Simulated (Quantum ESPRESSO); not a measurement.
**Pressure against volume in CsCl-type RuAl (space group 221) (Quantum ESPRESSO, PBEsol)**

```yaml
crystal:
  lattice:
    - [2.90319, 0.00000, 0.00000]
    - [0.00000, 2.90319, 0.00000]
    - [0.00000, 0.00000, 2.90319]
  atoms:
    - { symbol: Al, position: [0.50000, 0.50000, 0.50000] }
    - { symbol: Ru, position: [0.00000, 0.00000, 0.00000] }
```

Computed with PBEsol, GBRV 1.5 ultrasoft (PBESOL) pseudopotentials (plane waves; Quantum ESPRESSO). Settings: ecutwfc = 52 Ry; ecutrho = 416 Ry; occupations = smearing; smearing = fermi-dirac; degauss = 0.0036749 Ry; potentials = {Al: al_pbesol_v1.uspp.F.UPF, Ru: ru_pbesol_v1.2.uspp.F.UPF}; K_POINTS = automatic 20 20 20 0 0 0; conv_thr = 1e-10 Ry. The cell above is the first row's. The rows scale it uniformly. In all rows fractional positions and the k mesh are held.

```csv
V (Å^3/atom),P (GPa)
12.235,?
12.501,12.93
12.767,7.39
13.033,2.43
13.299,-2.02
13.565,-6.02
13.831,-9.60
14.097,-12.81
14.363,-15.68
```

Question: Fit P against V with a cubic, and predict the withheld value at V = 12.235.

Answer: With u = V - 13.4, the rows have u = -0.8990, -0.6330, -0.3670, -0.1010, 0.1650, 0.4310, 0.6970, 0.9630. Least squares gives P = -3.597 - 15.2095·u + 3.1554·u² - 0.4106·u³. Residuals (row less fit): 0.005, -0.009, 0.000, 0.008, 0.003, -0.001, -0.006, 0.004; standard error 0.008 (degrees of freedom: 4). The fitted pressure is zero at V0 = 13.17, where dP/dV = -16.70, so B0 = -V0·dP/dV = 220 GPa. At the withheld row, u = -1.1650, so P = -3.597 - 15.2095 × (-1.1650) + 3.1554 × (-1.1650)² - 0.4106 × (-1.1650)³ = 19.054 GPa. The calculation gives 19.11 GPa, 0.056 GPa above the prediction (0.2 % of the range of P in the table). The row lies outside the fitted rows, so this is an extrapolation. From the scatter of the fitted rows alone, a prediction at this place has a standard error of 0.020 GPa, so the miss is 2.7 times that.

Carrying the step between the two nearest rows on in a straight line would have given 18.47, off by 0.64; series whose last step already gives the withheld value aren't shown. The scan was laid around a cell of about the measured size, scaled by a guess for this functional. The runs keep the symmetry of the cell, so they don't test it for distortions. Spin polarisation is off. Cutoffs and mesh are single choices, not tested for convergence of this quantity. Series with a scatter that would blur these digits, or in which a gap closes, are not shown.
